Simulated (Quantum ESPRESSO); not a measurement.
Quantum ESPRESSO 7.5, DFT, hse, plane waves, PseudoDojo 0.5 standard norm-conserving PBE (local tails restored to the Coulomb form): diamond-structure Si, atoms displaced (Si8), 8 atoms. Basis and mesh were picked for this test and aren't claimed converged.

```
Property                                               Result
----------------------------  -------------------------------
cell                          5.43, 5.43, 5.43 Å; 90, 90, 90°
distance to the nearest atom                   2.29 to 2.35 Å
task                                                      scf
k mesh                                                  2×2×2
ecutwfc                                                 36 Ry
ecutrho                                                144 Ry
occupations                                             fixed
input_dft                                                 hse
nqx1                                                        2
nqx2                                                        2
nqx3                                                        2
conv_thr                                             8e-09 Ry
tprnfor                                                  true
tstress                                                 false
diagonalization                               david (default)
mixing_mode                                   plain (default)
mixing_beta                                     0.7 (default)
mixing_ndim                                       8 (default)
k-points computed                                           8
bands                                                      16
electrons                                                  32
G-vectors of the density                                31463
FFT grid                                             40×40×40
```

Machine: one whole node, AMD EPYC (Zen 5), 96 cores on 1 socket, no SMT, 12 L3 cache groups; 94 cores' worth of CPU time may be used.

Each time is the median wall time of two to five repeats, run one at a time on the otherwise empty machine; start-up is included. Processes are pinned to neighbouring cores unless said otherwise. The times hold for this build (conda-forge: Open MPI 5.0, OpenMP, OpenBLAS 0.3.34 (pthreads), FFTW, ScaLAPACK, ELPA). Scratch files lie in a memory file system.

Base settings, kept where nothing else is said: ecutfock = 144 (default), -nk 8, -nb 1 (default), ace = true (default). The candidates, on 48 cores each, agree within 1.0 meV/atom in energy, 10 meV/Å in forces (largest component):
A. 24 ranks × 2 threads, 1 BLAS thread
B. 48 ranks, ecutfock = 108 Ry
C. 48 ranks
D. 48 ranks, -nk 1
E. 48 ranks, ace = false
F. 48 ranks, ecutfock = 72 Ry
G. 48 ranks, ecutfock = 36 Ry
H. 48 ranks, -nk 1, -nb 4

Problem. Pick the fastest of these ways to run it.

Solution. G (48 ranks, ecutfock = 36 Ry), 2.9 s. At the other end E takes 13× as long.

| candidate | wall time | repeats | SCF iterations (all exchange cycles) |
|---|---|---|---|
| G | 2.9 s | 3 runs within 1 % | 34 |
| F | 4.4 s | 3 runs within 1 % | 34 |
| B | 6.0 s | 2 runs within 1 % | 34 |
| C | 7.7 s | 2 runs within 1 % | 34 |
| A | 8.7 s | 2 runs within 1 % | 35 |
| H | 13 s | 2 runs within 1 % | 34 |
| D | 26 s | 2 runs within 2 % | 34 |
| E | 37 s | 2 runs within 1 % | 23 |
